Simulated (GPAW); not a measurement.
**Equation of state of Cu3Au-type Pt3Ti (space group 221): energy against volume (GPAW, PBEsol)**

```
Pt3Ti
1.0
    3.80618     0.00000     0.00000
    0.00000     3.80618     0.00000
    0.00000     0.00000     3.80618
Ti Pt
1 3
Direct
  0.00000   0.00000   0.00000
  0.00000   0.50000   0.50000
  0.50000   0.00000   0.50000
  0.50000   0.50000   0.00000
```

Level of theory: PBEsol, GPAW PAW datasets PBEsol (made by gpaw-setup) (plane waves; GPAW). Settings: mode = pw; ecut = 780 eV; xc = PBEsol; kpts = 15 15 15; mesh shift (steps) = 0 0 0; occupations.name = fermi-dirac; occupations.width = 0.05 eV; nbands = -12; convergence.forces = 0.001 eV/Å; symmetry.symmorphic = false; symmetry.tolerance = 0.0005; maxiter = 150. The cell above is the first row's. The rows scale it uniformly. In all rows fractional positions and the k mesh are held. E is the free energy at the stated smearing, counted from the lowest row.

```csv
V (Å^3/atom),E (meV/atom)
13.785,69.41
14.085,33.37
14.384,10.77
14.684,0.12
14.984,0.00
15.283,9.23
15.583,26.75
15.883,51.59
16.182,?
```

Question: Using the third-order Birch-Murnaghan form, a cubic in V^(-2/3), estimate the missing E at V = 16.182 from the other rows, showing the fit.

Answer: With u = V^(-2/3) - 0.166, the rows have u = 0.007938, 0.005460, 0.003075, 0.000765, -0.001469, -0.003622, -0.005713, -0.007737. Least squares gives E = -1.042 + 746.67·u + 999696·u² + 3084969·u³. Residuals (row less fit): -0.011, 0.031, -0.026, 0.004, -0.009, 0.008, 0.005, -0.005; standard error 0.022 (degrees of freedom: 4). Its minimum lies at u = -0.000374, so V0 = (0.165626)^(-3/2) = 14.84. There d²E/du² = 1992000 and d³E/du³ = 1.851e7, so B0 = (4/9) × 14.84^(-7/3) × 1992000 × 0.160218 = 262 GPa (the last factor turns the table's units into GPa), and B0' = 4 + (2/3) × 0.165626 × (1.851e7)/1992000 = 5.0. The program's pressures in the fitted runs (not shown) pass through zero at V = 14.83, 0.06 % from this V0. At the withheld row, u = -0.009693, so E = -1.042 + 746.67 × (-0.009693) + 999696 × (-0.009693)² + 3084969 × (-0.009693)³ = 82.837 meV/atom. The calculation gives 82.88 meV/atom, 0.043 meV/atom above the prediction (0.1 % of the range of E in the table). The row lies outside the fitted rows, so this is an extrapolation. From the scatter of the fitted rows alone, a prediction at this place has a standard error of 0.053 meV/atom, so the miss is 0.8 times that.

Carrying the step between the two nearest rows on in a straight line would have given 76.35, off by 6.53; series whose last step already gives the withheld value aren't shown. The scan was laid around a cell of about the measured size, scaled by a guess for this functional. The runs keep the symmetry of the cell, so they don't test it for distortions. Spin polarisation is off. Spin-orbit coupling is off. Cutoffs and mesh are single choices, not tested for convergence of this quantity. Series with a scatter that would blur these digits, or in which a gap closes, are not shown. Nor are scans whose minimum lies at an end fitted in this form.
